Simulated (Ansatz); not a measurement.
System: Cr3NiC (model structure, started from the Mn3GaN type, Pm-3m, No. 221, 5 atoms in the cell). Method: r²SCAN in Ansatz (PAW).

Settings: plane-wave cutoff 560 eV, 14×14×14 k mesh, Fermi–Dirac smearing 0.05 eV, spin-polarised with parallel moments, scalar-relativistic PAW data made under PBE.

Cell (relaxed at this level):

```xyz
5
Lattice="3.8338 0.0000 0.0000 0.0000 3.8338 0.0000 0.0000 0.0000 3.8338" Properties=species:S:1:pos:R:3 pbc="T T T"
Cr     1.9169     1.9169     0.0000
Cr     0.0000     1.9169     1.9169
Cr     1.9169     0.0000     1.9169
Ni     0.0000     0.0000     0.0000
C      1.9169     1.9169     1.9169
```
Starting moments (μB, in the order of the record's atoms Cr Cr Cr Ni C): 4.0 4.0 4.0 2.0 0.0.

Question: What does this level give for the bulk modulus?

Answer: 
- bulk modulus = 208 GPa

The run finds no gap.

Note: the magnetic order was assumed, not searched for or taken from measurement; the bulk modulus is −V dP/dV from two relaxed cells at ±2 % in volume; the moments ended far under their starting size, a low-moment state that need not be the lowest; the relaxation could raise the start's symmetry but not lower it, so the cell can be a saddle point.

Static lattice: no zero-point or thermal effects.

A model structure was made by putting elements into a prototype or built by hand; it is no filed structure, need not be a known phase, and can be a saddle point held by its symmetry.

Ansatz is an electronic-structure program.
